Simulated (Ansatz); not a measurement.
The parent structure is TiAl (space group P4/mmm, No. 123; a = 2.813 Å, c = 4.062 Å; relaxed with 0.1 eV smearing). Axes: x, y, z lie along a, b, c of the conventional cell.

Structures relaxed with r2SCAN/PAW in Ansatz (a quantum-chemistry and plane-wave program), no SOC, earlier PAW set.

Base:

Simulated powder pattern, Cu Kα1, λ = 1.54056 Å (kinematic, ideal powder, no thermal factors, no anomalous dispersion; the 10 strongest lines at most, above 2 %, up to 2θ = 90°):

```
2θ (°)  I/Imax (%)    hkl
------  ----------  -----
21.86          9.0  (001)
31.79          6.8  (100)
38.91          100  (101)
44.58           17  (002)
45.57           31  (110)
65.65           19  (112)
66.42          9.1  (200)
78.30           11  (103)
79.74           21  (211)
83.55          9.2  (202)
```

After one change:

Simulated powder pattern, Cu Kα1, λ = 1.54056 Å (kinematic, ideal powder, no thermal factors, no anomalous dispersion; the 10 strongest lines at most, above 2 %, up to 2θ = 90°):

```json
[
 {"2θ (°)": "22.71", "I/Imax (%)": "7.9"},
 {"2θ (°)": "30.73", "I/Imax (%)": "7.2"},
 {"2θ (°)": "38.55", "I/Imax (%)": "100"},
 {"2θ (°)": "44.01", "I/Imax (%)": "34"},
 {"2θ (°)": "46.37", "I/Imax (%)": "14"},
 {"2θ (°)": "63.99", "I/Imax (%)": "10"},
 {"2θ (°)": "65.84", "I/Imax (%)": "18"},
 {"2θ (°)": "77.26", "I/Imax (%)": "22"},
 {"2θ (°)": "80.67", "I/Imax (%)": "9.8"},
 {"2θ (°)": "82.62", "I/Imax (%)": "9.2"}
]
```

Problem. What was done to the base?
A. biaxial strain +2.58 %, plane normal [001], relaxed out of plane
B. biaxial strain −2.66 %, plane normal [001], relaxed out of plane
C. biaxial strain −4.36 %, plane normal [001], relaxed out of plane
D. biaxial strain +3.37 %, plane normal [001], relaxed out of plane

Solution. D, biaxial strain +3.37 %, plane normal [001], relaxed out of plane. Its volume per atom is 16.54 Å³ against 16.07 Å³, and its space group is P4/mmm (No. 123).

Stability against distortions was not tested. The final runs are not spin-polarised.
